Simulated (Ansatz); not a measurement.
The structure below was relaxed with DFT with PBEsol-D3(BJ), PAW potentials and a 420 eV plane-wave cutoff in Ansatz (a quantum-chemistry and plane-wave program), no spin-orbit coupling.

```
CELL_PARAMETERS angstrom
      5.37559     0.00000     0.00000
      0.00000     3.52188     0.00000
     -2.63736     0.00000    11.84188
ATOMIC_POSITIONS crystal
  Zr 0.09162 0.00000 0.01819
  Zr 0.98573 0.50000 0.24622
  Zr 0.86655 0.00000 0.47875
  Zr 0.96023 0.50000 0.72935
  O  0.91466 0.00000 0.15739
  O  0.79281 0.50000 0.37124
  Se 0.60662 0.00000 0.64670
  Se 0.76048 0.50000 0.92086
  Se 0.40971 0.50000 0.13452
  Se 0.29232 0.00000 0.38783
  O  0.03139 0.50000 0.57355
  Se 0.28787 0.00000 0.83539
```

Problem. Find the space group and the Wyckoff positions.

Solution. Space group Pm (No. 6); a = 5.376 Å, b = 3.522 Å, c = 12.132 Å, α = γ = 90.00°, β = 102.56°

```json
[
 {"atom": "Zr", "site": "1a", "symmetry": "m", "x": "0.0916", "y": "0.0000", "z": "0.0182"},
 {"atom": "Zr", "site": "1b", "symmetry": "m", "x": "0.9857", "y": "0.5000", "z": "0.2462"},
 {"atom": "Zr", "site": "1a", "symmetry": "m", "x": "0.8666", "y": "0.0000", "z": "0.4788"},
 {"atom": "Zr", "site": "1b", "symmetry": "m", "x": "0.9602", "y": "0.5000", "z": "0.7294"},
 {"atom": "O", "site": "1a", "symmetry": "m", "x": "0.9147", "y": "0.0000", "z": "0.1574"},
 {"atom": "O", "site": "1b", "symmetry": "m", "x": "0.7928", "y": "0.5000", "z": "0.3712"},
 {"atom": "Se", "site": "1a", "symmetry": "m", "x": "0.6066", "y": "0.0000", "z": "0.6467"},
 {"atom": "Se", "site": "1b", "symmetry": "m", "x": "0.7605", "y": "0.5000", "z": "0.9209"},
 {"atom": "Se", "site": "1b", "symmetry": "m", "x": "0.4097", "y": "0.5000", "z": "0.1345"},
 {"atom": "Se", "site": "1a", "symmetry": "m", "x": "0.2923", "y": "0.0000", "z": "0.3878"},
 {"atom": "O", "site": "1b", "symmetry": "m", "x": "0.0314", "y": "0.5000", "z": "0.5736"},
 {"atom": "Se", "site": "1a", "symmetry": "m", "x": "0.2879", "y": "0.0000", "z": "0.8354"}
]
```

Problem. Describe the coordination.

Solution. The crystal has 12 atoms in its conventional cell. Lattice parameters: a = 5.3756 Å, b = 3.5219 Å, c = 12.1320 Å, α = γ = 90.00°, β = 102.56°. Zr1 sees 1 O at 2.111 Å and 5 Se at 2.598–2.655 Å (octahedral). Zr2 is surrounded by 3 O at 2.015–2.057 Å and 2 Se at 2.745 Å and 1 Se at 2.894 Å and 1 Se at 3.098 Å. Zr3 sees 4 O at 2.176–2.183 Å and 2 Se at 2.710–2.748 Å and 1 Se at 3.044 Å. Zr4 is coordinated by 1 O at 2.008 Å and 4 Se at 2.622–2.625 Å and 1 Se at 2.763 Å (octahedral). O1 is coordinated by 3 Zr at 2.057–2.111 Å (trigonal pyramidal). O2 is surrounded by 1 Zr at 2.015 Å and 2 Zr at 2.176 Å (trigonal pyramidal). Se1 has 3 Zr at 2.625–2.710 Å (trigonal pyramidal). Se2 is surrounded by 2 Zr at 2.598 Å and 1 Zr at 2.763 Å (trigonal pyramidal). 4 further independent sites are not listed. (Neighbours: up to the widest gap in distance over summed covalent radii, below 1.35, at either atom; cation-cation and far metal-metal contacts left out.)

These are small ordered cells, not random alloys; other orderings at the same x differ. No phonon test of stability was made. The cell was made from ZrSe2 by this change: x(O) = 0.375, 12 atoms, Pm.
